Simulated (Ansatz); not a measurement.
Consider this model of amorphous Hf27O45N6.

```
CELL_PARAMETERS angstrom
     10.14489     0.06105    -0.03960
      0.06105     9.86080    -0.02066
     -0.03960    -0.02066     9.75634
ATOMIC_POSITIONS crystal
  Hf 0.32580 0.61876 0.08525
  Hf 0.40761 0.94316 0.12326
  Hf 0.10077 0.69018 0.75957
  Hf 0.32656 0.02831 0.72200
  Hf 0.24548 0.36180 0.64676
  Hf 0.61639 0.41551 0.86456
  Hf 0.75690 0.02157 0.25215
  Hf 0.16192 0.38122 0.31177
  Hf 0.91847 0.44645 0.65411
  Hf 0.00220 0.14679 0.51763
  Hf 0.93841 0.71966 0.08023
  Hf 0.27045 0.22279 0.01268
  Hf 0.56300 0.88302 0.49780
  Hf 0.64201 0.22299 0.54561
  Hf 0.42324 0.65492 0.73577
  Hf 0.80745 0.41760 0.33219
  Hf 0.73505 0.75634 0.76653
  Hf 0.09540 0.96342 0.23242
  Hf 0.55092 0.31786 0.17577
  Hf 0.91354 0.36278 0.01120
  Hf 0.22650 0.74087 0.46196
  Hf 0.87181 0.74023 0.41434
  Hf 0.94441 0.03829 0.90172
  Hf 0.64625 0.63216 0.12543
  Hf 0.62523 0.08449 0.90711
  Hf 0.43759 0.50718 0.44055
  Hf 0.33017 0.11355 0.40593
  O  0.43972 0.44066 0.66292
  O  0.26332 0.65701 0.88975
  O  0.93455 0.00640 0.37876
  O  0.90251 0.64253 0.74290
  O  0.25054 0.84038 0.68979
  O  0.96672 0.36084 0.22629
  O  0.21491 0.03611 0.07971
  O  0.24925 0.58752 0.61842
  O  0.60734 0.39278 0.41928
  O  0.24362 0.57540 0.32949
  O  0.00739 0.54789 0.01559
  O  0.42152 0.02248 0.91388
  O  0.53578 0.83081 0.73003
  O  0.20499 0.14407 0.58576
  O  0.09243 0.45760 0.75595
  O  0.71284 0.22719 0.25634
  O  0.75637 0.72337 0.98448
  O  0.69862 0.83535 0.31093
  O  0.63064 0.58368 0.73927
  O  0.85061 0.54962 0.48862
  O  0.28608 0.23136 0.80850
  O  0.24784 0.80022 0.15441
  O  0.76314 0.95726 0.83265
  O  0.24780 0.40433 0.11074
  O  0.48236 0.55668 0.94322
  O  0.98237 0.07779 0.70681
  O  0.48330 0.51440 0.22291
  O  0.82132 0.39795 0.82649
  O  0.05597 0.21640 0.97236
  O  0.62635 0.23003 0.75070
  O  0.50111 0.27357 0.97936
  O  0.48324 0.75646 0.10071
  O  0.07355 0.36596 0.50900
  O  0.01837 0.83183 0.90414
  O  0.02487 0.76804 0.27158
  O  0.45087 0.95490 0.32580
  O  0.91706 0.95954 0.11579
  O  0.13625 0.16709 0.31499
  O  0.68552 0.05307 0.45158
  O  0.80001 0.17219 0.97737
  O  0.04469 0.73709 0.54804
  O  0.61130 0.01193 0.10080
  O  0.20900 0.93746 0.40599
  O  0.74876 0.81005 0.56759
  O  0.39647 0.17484 0.19631
  N  0.32747 0.33051 0.43222
  N  0.81566 0.61485 0.24204
  N  0.83652 0.27909 0.53084
  N  0.45877 0.06549 0.57589
  N  0.70308 0.42876 0.07301
  N  0.44037 0.70887 0.49891
```

Methods: PBE, scalar-relativistic without spin-orbit coupling (Ansatz, an electronic-structure program); r2SCAN, scalar-relativistic without spin-orbit coupling (Ansatz). Neutral PBE cell, which sets geometry, pressure and energy: sampling: a 2×2×2 Γ-centred mesh; Fermi-Dirac width 0.02 eV; no spin polarisation.

It comes from a melt-quench run on a machine-learned potential (CHGNet), relaxed afterwards by DFT. O and N atoms were pushed apart under 1.9 Å during the dynamics, to hinder bonds among them. The hot cell started wider than the set density and was brought back towards it in steps. It is the lowest in DFT energy of 4 quenches. It is a model cell: composition and starting density were chosen by hand, and all elements were melted together. No dispersion term was used. Its density started from a set value of 9.29 and ended at 9.57 g/cm³. Cooling (nominally 91 K/ps over its main leg) ran many orders faster than in experiment, which tends to leave more defects and strain. Values belong to this one cell and scatter from quench to quench. Volume and shape were free in the relaxation. Cycles of charging lowered its energy after that relaxation.

Q: Give the pressure and the spacing of the highest filled and lowest empty levels.

A: 
| Item | Value |
|---|---|
| Pressure on a 2×2×2 Γ-centred mesh | 0.36 GPa |
| Largest force and stress component on that mesh (the relaxation ran on the zone centre alone) | 0.11 eV/Å and 0.9 GPa |
| Level gap on a 2×2×2 Γ-centred mesh (PBE) | 2.89 eV |
| Level gap at the zone centre (PBE) | 2.97 eV |
| Level gap at the zone centre (r2SCAN) | 3.35 eV |
| Distance between the nearest levels spread over more than a fifth of the atoms or a third of the atoms of their main element (six at least) (PBE, zone centre) | 3.21 eV |

Q: At PBE and the zone centre, how localised are the states just below and above the Fermi level (participation number: the atoms over which a state spreads)?

A: The highest filled state is spread over 5.6 atoms' worth, largest on N74, with weights by element (charge in smoothed Voronoi cells) N 0.55, O 0.32, Hf 0.13. The lowest empty state is spread over 13.2 atoms' worth, largest on Hf16, with weights by element (charge in smoothed Voronoi cells) Hf 0.58, O 0.29, N 0.14.

At PBE the levels at the filled edge of the gap are localised (band-tail or defect states).

Neighbours within Hf-Hf 3.34 Å, Hf-O 2.86 Å, Hf-N 2.90 Å, O-O 1.58 Å, O-N 1.64 Å, N-N 1.70 Å count as bonded. Two cations that share two anions don't count as bonded, nor two that share one unless they lie closer than Hf-Hf 3.25 Å.

Added carriers, by PBE, scalar-relativistic without spin-orbit coupling run with Ansatz on the zone centre alone. Charged cells keep the cell fixed and stand in a uniform background, with no image correction, at a width of 0.01 eV; where the count is odd the moment is locked at 1 μB, unless the neutral cell bore moments. Each starts from the undistorted neutral geometry alone. PBE's self-interaction favours spread-out carriers, so it can miss traps that a hybrid finds.

Q: What happens at PBE when the cell takes an extra electron and the atoms relax?

A: Relaxation lowers the charged cell by 0.37 eV. The largest moves are O47 0.19 Å, O36 0.18 Å, N74 0.16 Å, O52 0.16 Å. The level that holds the added charge spreads over 9.5 atoms' worth, most on Hf16 (weight 0.27): a partly localised carrier. No bond crosses its cut-off with a change of over 0.15 Å (metal-metal contacts aside). Made neutral again at that geometry, the cell lies +0.53 eV from the neutral start.

Q: What happens at PBE when the cell takes a hole and the atoms relax?

A: Relaxation lowers the charged cell by 0.43 eV. The largest moves are O45 0.19 Å, Hf16 0.12 Å, Hf24 0.11 Å, N74 0.11 Å. The level that was emptied spreads over 3.8 atoms' worth, most on N74 (weight 0.48): a localised (trapped) carrier, which neighbours of that atom can share. No bond crosses its cut-off with a change of over 0.15 Å (metal-metal contacts aside). Made neutral again at that geometry, the cell lies +0.72 eV from the neutral start.
